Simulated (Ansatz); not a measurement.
**Effect of isotropic strain −1.00 % on TiC**

The parent structure is TiC in the rock salt structure (space group Fm-3m, No. 225; a = 4.328 Å; relaxed with 0.1 eV smearing).

The change: every lattice vector is shortened by 1.00 %; the atoms relax in the strained cell.

All numbers come from r2SCAN (Ansatz, a program for electronic structure, PAW, no spin-orbit coupling). Γ-centred 23×23×23 mesh, Fermi–Dirac width 0.1 eV.

| quantity | base | changed | shift |
|---|---|---|---|
| volume per atom | 10.13 Å³ | 9.83 Å³ | -0.30 Å³ |
| space group | Fm-3m (No. 225) | Fm-3m (No. 225) | – |
| shortest interatomic distance | 216.4 pm | 214.2 pm | -2.2 pm |
| energy relative to the base (free energy F) | 0 meV/atom | +7.7 meV/atom | +7.7 meV/atom |
| pressure | 0.0 GPa | 8.4 GPa | +8.4 GPa |
| band gap | zero | zero | – |

No phonon test of stability was made. All final runs are without spin polarisation.
